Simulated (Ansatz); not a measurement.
YScO3 (Pnma, No. 62, 20 atoms in the cell; start mp-755165), treated with HSE06 (plane waves, PAW; Ansatz, an electronic-structure program).

Numerical settings: plane-wave cutoff 460 eV, 4×4×4 k mesh, Fermi–Dirac smearing 0.01 eV, scalar-relativistic PAW data made under PBE.

Cell (relaxed with PBEsol):

Space group Pnma (No. 62); a = 5.6833 Å, b = 7.8690 Å, c = 5.3901 Å, α = 90.00°, β = 90.00°, γ = 90.00°

| atom | site | symmetry | x | y | z |
|---|---|---|---|---|---|
| Y | 4c | .m. | 0.0636 | 0.2500 | 0.0204 |
| Sc | 4b | -1 | 0.0000 | 0.0000 | 0.5000 |
| O | 4c | .m. | 0.0570 | 0.7500 | 0.3698 |
| O | 8d | 1 | 0.3058 | 0.0683 | 0.3086 |

Q: What does this level give for the band gap?

A: 
* **band gap**: 6.38 eV (on the SCF k mesh)

Note: cell and atoms aren't relaxed at this level (largest force component 0.03 eV/Å, pressure 2.1 GPa).

Spin–orbit coupling is not included.

Computed values are for the static lattice.

The result took roughly 25 core-minutes.

A start named mp-… is a Materials Project structure, which need not be a measured phase.
